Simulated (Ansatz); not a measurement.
System: cubic perovskite CsCdF3. Method: BLYP (Ansatz, a first-principles code, PAW).

Numerical settings: plane-wave cutoff 520 eV, 8×8×8 k mesh, Fermi–Dirac smearing 0.01 eV, scalar-relativistic PAW data made under PBE.

A third-order Birch–Murnaghan fit to the energies gives V0 = 19.542 Å³/atom, B0 = 49.7 GPa, B′ = 5.0.

| V (Å³/atom) | P (GPa) |
|---|---|
| 18.360 | 3.62 |
| 18.751 | [?] |
| 19.142 | 1.08 |
| 19.532 | 0.03 |
| 19.923 | [?] |
| 20.314 | [?] |
| 20.704 | [?] |

Question: Estimate the withheld pressures from this fit; the answers are the runs' own values.

Answer: 
- 18.751, P (GPa): 2.28
- 19.923, P (GPa): -0.91
- 20.314, P (GPa): -1.75
- 20.704, P (GPa): -2.49

The formula P = (3/2) B0 (x^(7/3) − x^(5/3)) [1 + (3/4)(B′ − 4)(x^(2/3) − 1)] with x = V0/V meets the computed pressures within 0.01 GPa when these rounded values are put in.

Note: the relaxation could not lower the start's symmetry, so the cell can be a saddle point above a distorted one.

Spin–orbit coupling is not included.

Computed values are for the static lattice.

The result took very roughly 90 core-seconds.
